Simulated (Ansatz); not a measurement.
# One base run on K2SbAuCl6 (Fm-3m, 10 atoms in the cell) and variants with one or two settings moved

```
CELL_PARAMETERS angstrom
      0.00000     4.88924     4.88924
      4.88924     0.00000     4.88924
      4.88924     4.88924     0.00000
ATOMIC_POSITIONS crystal
  K  0.25000 0.25000 0.25000
  K  0.75000 0.75000 0.75000
  Au 0.50000 0.50000 0.50000
  Sb 0.00000 0.00000 0.00000
  Cl 0.74910 0.25090 0.25090
  Cl 0.25090 0.74910 0.74910
  Cl 0.25090 0.74910 0.25090
  Cl 0.74910 0.25090 0.74910
  Cl 0.25090 0.25090 0.74910
  Cl 0.74910 0.74910 0.25090
```

Base run A: PBEsol, default PAW files made with PBE run with Ansatz (an electronic-structure program), self-consistent single point.

Its settings: kpoints.mp_grid.grid = 6 6 6; hamiltonian.xc = pbesol; hamiltonian.pseudopotentials = {kind: paw} (the program's default PAW files); scf.occupations.method = cold; scf.occupations.width = 0.01 Ry.

The starting cell was generated: these elements placed on a structure prototype, without a prior relaxation; it need not be a known phase or ordering of this composition. In the base run, with a pressure of about 12 GPa the cell is away from its equilibrium volume at this level. Ansatz's pressure includes its estimate of the finite-basis (Pulay) stress. The run gives no clean gap (levels at the Fermi energy touch, overlap or are partly filled at this smearing), which alone does not show that the compound is a metal.

ΔF is the free energy per atom less that of run A. A dash stands where there is no value to compare (another energy zero or no entropy term, no result, no spin, no clean gap, or a mesh too coarse for one). Total energies depend on the potentials, the functional and any Hubbard or dispersion term, so they are compared only between runs that share all of them.

| run | change | ΔF (meV/atom) | pressure (GPa) | largest force (eV/Å) | k-points |
|---|---|---|---|---|---|
| A | base | 0.00 | 11.72 | 0.373 | 16 |
| B | kpoints.mp_grid.grid: 6 6 6 → 4 4 4 | -2.1 | 11.71 | 0.354 | 8 |
| C | scf.convergence.dr2_threshold: default (1e-07 eV) → 0.001 eV | 0.00 | 11.72 | 0.370 | 16 |
| D | scf.occupations.method: cold → methfessel_paxton; scf.occupations.width: 0.01 Ry → 0.0147 Ry | 0.06 | 11.72 | 0.374 | 16 |
| E | hamiltonian.dispersion: default → d4 [PBEsol-D4] | – | 10.77 | 0.373 | 16 |
| F | scf.mixing.algorithm: default (the program chose MSR1) → broyden | 0.00 | 11.72 | 0.373 | 16 |
| G | scf.mixing.preconditioner: default (the program chose Resta) → local_kerker | 0.00 | 11.72 | 0.373 | 16 |
| H | scf.mixing.algorithm: default (the program chose MSR1) → anderson; scf.mixing.beta: default → 0.05 | 0.00 | 11.72 | 0.373 | 16 |
| I | scf.algorithm: default → direct_min | 0.00 | 11.72 | 0.373 | 16 |

Run D against A: The free energy is nearly the same (within 1 meV/atom), the pressure stays at 11.72 GPa and the largest force moves little (0.373 to 0.374 eV/Å).

Run E against A: The pressure goes from 11.72 to 10.77 GPa and the largest force stays at 0.373 eV/Å.

Keys are those of Ansatz 0.2.
